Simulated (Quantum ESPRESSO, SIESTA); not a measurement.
A SIESTA input for a self-consistent single point of Sr2SeS (R-3m, 4 atoms in the cell) (DFT, LDA PW92, numerical atomic orbitals DZP, PseudoDojo LDA standard norm-conserving potentials (rewritten from UPF to PSML)):

```
# files in the folder: Sr.psml Se.psml S.psml (PseudoDojo LDA standard)
SystemName  Sr2SeS
SystemLabel Sr2SeS

NumberOfAtoms                4
NumberOfSpecies              3
%block ChemicalSpeciesLabel
  1 38 Sr
  2 34 Se
  3 16 S
%endblock ChemicalSpeciesLabel
LatticeConstant              1.0 Ang
%block LatticeVectors
     2.134592000    1.232407000    6.979730000
    -2.134592000    1.232407000    6.979730000
     0.000000000   -2.464815000    6.979730000
%endblock LatticeVectors
AtomicCoordinatesFormat      Bohr
%block AtomicCoordinatesAndAtomicSpecies
     0.000000000   -0.000000467    9.780748070  1
    -0.000000000   -0.000001423   29.788586302  1
     0.000000000    0.000000000    0.000000000  2
     0.000000000   -0.000000945   19.784667186  3
%endblock AtomicCoordinatesAndAtomicSpecies

XC.functional                LDA
XC.authors                   PW92
PAO.BasisSize                DZP
PAO.EnergyShift              0.01 Ry
MeshCutoff                   400 Ry
%block kgrid.MonkhorstPack
    6   0   0  0.0
    0   6   0  0.0
    0   0   6  0.0
%endblock kgrid.MonkhorstPack
OccupationFunction           FD
ElectronicTemperature        10 K

MaxSCFIterations             150
SCF.Mixer.Method             Pulay
SCF.Mixer.Weight             0.25
SCF.Mixer.History            8
SCF.DM.Tolerance             1.0E-05
Diag.ParallelOverK           true
WriteForces                  true
Charge.Mulliken              end
```

### Question
Translate this input to Quantum ESPRESSO.

### Answer
One input that does it (others would too):

```fortran
&CONTROL
  calculation = 'scf',
  outdir = './out',
  pseudo_dir = './',
  tprnfor = .true.,
  tstress = .true.,
/
&SYSTEM
  ibrav = 0,
  nat = 4,
  ntyp = 3,
  ecutwfc = 40,
  ecutrho = 200,
  occupations = 'fixed',
  nbnd = 22,
/
&ELECTRONS
  conv_thr = 1.0d-10,
  mixing_beta = 0.7,
/
ATOMIC_SPECIES
Sr    87.6200  sr_lda_v1.uspp.F.UPF
Se    78.9710  se_lda_v1.uspp.F.UPF
S     32.0600  s_lda_v1.4.uspp.F.UPF
CELL_PARAMETERS {angstrom}
   2.134592059     1.232407300     6.979730000
  -2.134592059     1.232407300     6.979730000
   0.000000000    -2.464814599     6.979730000
ATOMIC_POSITIONS {angstrom}
Sr    0.000000000    0.000000000    5.175748984
Sr    0.000000000    0.000000000   15.763441016
Se    0.000000000    0.000000000    0.000000000
S     0.000000000    0.000000000   10.469595000
K_POINTS {automatic}
6 6 6  0 0 0
```

Basis settings and potentials, where a program has them, do not carry over. This input uses DFT, LDA (PZ), plane waves, GBRV 1.5 ultrasoft (LDA) pseudopotentials. LDA parametrisations can differ slightly between programs.

The starting cell comes from a database of computed structures (which also holds hypothetical and non-ambient phases and stackings), without a prior relaxation at this level. For this run, on top of that: lattice scaled by 0.98.
